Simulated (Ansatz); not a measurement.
Cost and result by functional for the surface energy of the (21-32) surface of hcp Zn in its 1x1 cell, outermost plane spacing 0.55 Å in the ideal cut, in Ansatz (plane waves, PAW). Single points on the PBE structure, on one kind of machine; costs are rough ratios of the slab run's core time (references not counted) to the cheapest single point. r2SCAN's cost holds its higher cutoff (500 against 420 eV). Differences are taken against r2SCAN for comparison alone: no measured value is at hand, so the table doesn't rank accuracy.

Set-up: 26 atoms, 10.4 Å thick at the start (thin: gaps and levels are the slab's own); mesh 7x6x1; 0.1 eV smearing; dipole correction on; all atoms relaxed; symmetry of the start imposed; no spin, no spin-orbit, no U. These notes are the PBE run's.

| functional | relative cost | surface energy (J/m²) | less r2SCAN (J/m²) |
|---|---|---|---|
| LDA | 1 | 1.24 | 0.13 |
| PBEsol | 1 | 1.15 | 0.04 |
| RPBE | 1 | 0.72 | -0.40 |
| r2SCAN | 2 | 1.11 | 0.00 |
| PBE (the relaxed run's value) | – | 0.88 | -0.23 |

The values span 0.53 J/m², while the single points' costs differ by a factor of roughly 2. Differences are of unrounded values.

Ansatz is a program for electronic structure.
